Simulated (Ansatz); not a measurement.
Band structure of MgSc (Pm-3m, 2 atoms in the cell).

```
CELL_PARAMETERS angstrom
      3.66694     0.00000     0.00000
      0.00000     3.66694     0.00000
      0.00000     0.00000     3.66694
ATOMIC_POSITIONS crystal
  Mg 0.00000 0.00000 0.00000
  Sc 0.50000 0.50000 0.50000
```

Level of theory: LDA (PW92), PAW files made with PBE (plane waves; Ansatz, an electronic-structure program).

Settings: basis.ecutwfc = 420 eV; kpoints.mp_grid.grid = 12 12 12; hamiltonian.xc = lda; hamiltonian.pseudopotentials = {kind: paw} (an earlier, softer set of the program's PAW files); scf.occupations.method = fermi_dirac; scf.occupations.width = 0.1 eV; kpoints.band_path.npoints = 8.

The starting cell comes from a database of computed structures (which also holds hypothetical and non-ambient phases and stackings), without a prior relaxation at this level. Its lattice was rescaled by a random factor within 2.5 % of one.

Levels in eV from the Fermi level, bands 8 to 14:
```json
[
 {"point": "Γ", "8": "-28.30", "9": "-5.78", "10": "-0.10", "11": "-0.10", "12": "2.16", "13": "2.16", "14": "2.16"},
 {"point": "X", "8": "-28.29", "9": "-3.04", "10": "-2.96", "11": "0.44", "12": "1.15", "13": "1.15", "14": "2.28"},
 {"point": "M", "8": "-28.28", "9": "-2.12", "10": "-0.43", "11": "-0.31", "12": "-0.31", "13": "1.44", "14": "1.44"},
 {"point": "R", "8": "-28.35", "9": "-0.91", "10": "-0.91", "11": "-0.91", "12": "2.75", "13": "2.83", "14": "2.83"}
]
```

Bands cross the Fermi level along this path, so the cell is metallic at this level.

Keys are those of Ansatz 0.2.
